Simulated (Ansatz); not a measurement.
Consider GaSb in the zinc blende structure (space group F-43m, No. 216; a = 6.132 Å).

Structures relaxed with r2SCAN (Ansatz, a first-principles code; PAW; 500 eV plane waves; no SOC).

Base:

Simulated powder pattern, Co Kα, λ = 1.79026 Å (kinematic, ideal powder, no thermal factors, no anomalous dispersion; the 8 strongest lines at most, above 2 %, up to 2θ = 90°):

```
2θ (°)  I/Imax (%)    hkl
------  ----------  -----
29.29          100  (111)
33.95          5.8  (200)
48.77           71  (220)
57.91           45  (311)
71.45           12  (400)
79.03           19  (331)
81.50          2.1  (420)
```

After one change:

Simulated powder pattern, Co Kα, λ = 1.79026 Å (kinematic, ideal powder, no thermal factors, no anomalous dispersion; the 8 strongest lines at most, above 2 %, up to 2θ = 90°):

| 2θ (°) | I/Imax (%) |
|---|---|
| 10.01 | 13 |
| 30.36 | 30 |
| 30.39 | 100 |
| 50.65 | 47 |
| 50.68 | 45 |
| 60.23 | 26 |
| 60.25 | 15 |
| 74.47 | 15 |

Question: Which of these changes matches the shifts?
(A) x(P) = 0.333, 6 atoms, P3m1
(B) x(P) = 0.5, 8 atoms, P-4m2
(C) x(P) = 0.5, 4 atoms, R3m
(D) x(P) = 0.25, 8 atoms, Amm2

Answer: A, x(P) = 0.333, 6 atoms, P3m1. Its volume per atom is 25.90 Å³ against 28.83 Å³, and its space group is P3m1 (No. 156).

Each cell is one ordered arrangement of few atoms, which overstates ordering effects compared with a random alloy. Stability against distortions was not tested. The final runs are not spin-polarised.
